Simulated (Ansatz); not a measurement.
Defect: interstitial Na in monoclinic ZrO2 with all lengths changed by -1 %, charge state +1. Computed with PBE, PAW (plane waves to 420 eV; Ansatz, an electronic-structure program).

96-site cell at the strained lattice (strain from the relaxed PBE one, atoms relaxed), the Γ point alone, smearing 0.01 eV, spin-restricted, no finite-size correction. Energies are static. The charge state is imposed; whether it is stable for some Fermi level was not computed. Sites that were not tried may lie lower.

Barriers: single points on a 2×2×2 k-point mesh shifted by half a step at the bands' geometries.

Relaxed starting cell (atoms counted from 1):

```yaml
crystal:
  lattice:
    - [10.27489, 0.00000, 0.00000]
    - [0.00000, 10.37871, 0.00000]
    - [-1.78901, 0.00000, 10.49876]
  atoms:
    - { symbol: Zr, position: [0.13774, 0.22709, 0.35444] }
    - { symbol: Zr, position: [0.13929, 0.22865, 0.85542] }
    - { symbol: Zr, position: [0.13790, 0.72955, 0.35470] }
    - { symbol: Zr, position: [0.13932, 0.73084, 0.85614] }
    - { symbol: Zr, position: [0.63779, 0.22173, 0.35585] }
    - { symbol: Zr, position: [0.63838, 0.22932, 0.85253] }
    - { symbol: Zr, position: [0.63982, 0.73574, 0.35480] }
    - { symbol: Zr, position: [0.64002, 0.73352, 0.85028] }
    - { symbol: Zr, position: [0.35993, 0.27065, 0.14659] }
    - { symbol: Zr, position: [0.36038, 0.27098, 0.64804] }
    - { symbol: Zr, position: [0.36400, 0.77106, 0.14589] }
    - { symbol: Zr, position: [0.36077, 0.77195, 0.64705] }
    - { symbol: Zr, position: [0.86293, 0.27196, 0.14374] }
    - { symbol: Zr, position: [0.86063, 0.27120, 0.64308] }
    - { symbol: Zr, position: [0.86301, 0.77427, 0.14515] }
    - { symbol: Zr, position: [0.86156, 0.77207, 0.64417] }
    - { symbol: Zr, position: [0.34750, 0.47848, 0.40601] }
    - { symbol: Zr, position: [0.36110, 0.47905, 0.89756] }
    - { symbol: Zr, position: [0.35960, 0.97806, 0.39605] }
    - { symbol: Zr, position: [0.36211, 0.97950, 0.89626] }
    - { symbol: Zr, position: [0.86305, 0.47926, 0.39208] }
    - { symbol: Zr, position: [0.86607, 0.47938, 0.88882] }
    - { symbol: Zr, position: [0.86260, 0.97959, 0.39536] }
    - { symbol: Zr, position: [0.86254, 0.98032, 0.89520] }
    - { symbol: Zr, position: [0.13987, 0.02096, 0.10512] }
    - { symbol: Zr, position: [0.13851, 0.02190, 0.60542] }
    - { symbol: Zr, position: [0.13874, 0.52188, 0.10591] }
    - { symbol: Zr, position: [0.13475, 0.52185, 0.60912] }
    - { symbol: Zr, position: [0.63858, 0.02281, 0.10345] }
    - { symbol: Zr, position: [0.63727, 0.02137, 0.60531] }
    - { symbol: Zr, position: [0.65031, 0.52571, 0.08527] }
    - { symbol: Zr, position: [0.63655, 0.52358, 0.60330] }
    - { symbol: O, position: [0.03537, 0.08126, 0.42063] }
    - { symbol: O, position: [0.03601, 0.08236, 0.92101] }
    - { symbol: O, position: [0.03567, 0.58123, 0.42053] }
    - { symbol: O, position: [0.03862, 0.58109, 0.91921] }
    - { symbol: O, position: [0.53508, 0.07939, 0.42186] }
    - { symbol: O, position: [0.53468, 0.08463, 0.92147] }
    - { symbol: O, position: [0.52439, 0.59334, 0.42890] }
    - { symbol: O, position: [0.53587, 0.58545, 0.91721] }
    - { symbol: O, position: [0.46982, 0.41791, 0.08029] }
    - { symbol: O, position: [0.46164, 0.41899, 0.58206] }
    - { symbol: O, position: [0.46648, 0.91723, 0.07842] }
    - { symbol: O, position: [0.46453, 0.91711, 0.57925] }
    - { symbol: O, position: [0.96409, 0.42001, 0.07748] }
    - { symbol: O, position: [0.95990, 0.42063, 0.57904] }
    - { symbol: O, position: [0.96533, 0.91987, 0.07975] }
    - { symbol: O, position: [0.96513, 0.91874, 0.57918] }
    - { symbol: O, position: [0.45629, 0.32510, 0.33738] }
    - { symbol: O, position: [0.46540, 0.33371, 0.83006] }
    - { symbol: O, position: [0.46646, 0.83533, 0.32747] }
    - { symbol: O, position: [0.46597, 0.83488, 0.82852] }
    - { symbol: O, position: [0.96412, 0.33080, 0.32916] }
    - { symbol: O, position: [0.96557, 0.33110, 0.82737] }
    - { symbol: O, position: [0.96448, 0.83196, 0.32927] }
    - { symbol: O, position: [0.96412, 0.83230, 0.82952] }
    - { symbol: O, position: [0.03547, 0.16799, 0.17073] }
    - { symbol: O, position: [0.03525, 0.16902, 0.67017] }
    - { symbol: O, position: [0.03550, 0.66926, 0.17021] }
    - { symbol: O, position: [0.03439, 0.66982, 0.67116] }
    - { symbol: O, position: [0.53351, 0.16753, 0.17278] }
    - { symbol: O, position: [0.53393, 0.16795, 0.67088] }
    - { symbol: O, position: [0.53773, 0.66581, 0.17013] }
    - { symbol: O, position: [0.53411, 0.66892, 0.67237] }
    - { symbol: O, position: [0.21704, 0.36942, 0.49464] }
    - { symbol: O, position: [0.22484, 0.37121, 0.99251] }
    - { symbol: O, position: [0.22326, 0.87066, 0.49026] }
    - { symbol: O, position: [0.22468, 0.87174, 0.99084] }
    - { symbol: O, position: [0.71750, 0.37408, 0.48130] }
    - { symbol: O, position: [0.72642, 0.37462, 0.98275] }
    - { symbol: O, position: [0.72409, 0.87384, 0.48992] }
    - { symbol: O, position: [0.72394, 0.87410, 0.98954] }
    - { symbol: O, position: [0.27710, 0.12913, 0.01135] }
    - { symbol: O, position: [0.27651, 0.12869, 0.51066] }
    - { symbol: O, position: [0.27765, 0.62880, 0.01265] }
    - { symbol: O, position: [0.27197, 0.62817, 0.51425] }
    - { symbol: O, position: [0.77604, 0.13155, 0.00936] }
    - { symbol: O, position: [0.77577, 0.12943, 0.50965] }
    - { symbol: O, position: [0.78254, 0.63442, 0.00245] }
    - { symbol: O, position: [0.77364, 0.63055, 0.50592] }
    - { symbol: O, position: [0.27563, 0.12012, 0.26014] }
    - { symbol: O, position: [0.27624, 0.12209, 0.76136] }
    - { symbol: O, position: [0.27727, 0.61994, 0.26324] }
    - { symbol: O, position: [0.27593, 0.62219, 0.76300] }
    - { symbol: O, position: [0.77630, 0.12122, 0.25985] }
    - { symbol: O, position: [0.77632, 0.12141, 0.75932] }
    - { symbol: O, position: [0.77540, 0.62083, 0.25566] }
    - { symbol: O, position: [0.77638, 0.62156, 0.75576] }
    - { symbol: O, position: [0.22077, 0.37923, 0.24259] }
    - { symbol: O, position: [0.22293, 0.38001, 0.74311] }
    - { symbol: O, position: [0.22402, 0.87763, 0.24038] }
    - { symbol: O, position: [0.22353, 0.87979, 0.74070] }
    - { symbol: O, position: [0.72395, 0.37954, 0.23267] }
    - { symbol: O, position: [0.72400, 0.37863, 0.73496] }
    - { symbol: O, position: [0.72399, 0.87972, 0.23990] }
    - { symbol: O, position: [0.72393, 0.87942, 0.73875] }
    - { symbol: Na, position: [0.55267, 0.48095, 0.27748] }
```
Cell charge +1.

End state 1 differs by these moves (Å; atoms that move under 0.08 Å are left out):

```csv
atom,element,Δx,Δy,Δz
5,Zr,0.17,0.04,-0.22
10,Zr,-0.15,0.02,0.08
17,Zr,0.14,0.02,-0.10
31,Zr,-0.15,-0.04,0.18
39,O,0.10,-0.10,-0.07
42,O,-0.06,0.08,0.05
49,O,0.15,0.09,-0.08
62,O,-0.11,-0.10,0.08
79,O,-0.08,-0.05,0.07
85,O,0.08,-0.04,-0.08
97,Na,-0.45,-2.19,2.62
```

### Question
What forward and backward barriers to end state 1 does PBE, PAW give?

### Answer
forward 2.94 eV, backward 2.94 eV; at the saddle point atom 97 has neighbours O at 1.92, O at 1.94, O at 2.06, O at 2.10; Zr at 2.37 Å. The saddle point's order was not checked.

End state 2 differs by these moves (Å; atoms that move under 0.08 Å are left out):

| atom | element | Δx | Δy | Δz |
|---|---|---|---|---|
| 5 | Zr | -0.02 | 0.09 | -0.02 |
| 11 | Zr | -0.02 | 0.09 | -0.02 |
| 17 | Zr | 0.01 | -0.03 | 0.09 |
| 31 | Zr | 0.01 | -0.03 | 0.09 |
| 39 | O | 0.08 | -0.10 | -0.10 |
| 41 | O | 0.08 | -0.10 | -0.10 |
| 49 | O | 0.07 | 0.11 | -0.08 |
| 63 | O | 0.07 | 0.11 | -0.08 |
| 97 | Na | -0.98 | 0.41 | -0.58 |

### Question
Predict the forward and backward barriers to end state 2 from PBE, PAW.

### Answer
forward 0.076 eV, backward 0.076 eV; at the saddle point atom 97 has neighbours 2 O at 2.07, 2 O at 2.09, O at 2.56, O at 2.59; 2 Zr at 2.53 Å. The saddle point's order was not checked, and it lies on a symmetry element of the cell, where a band can be held.
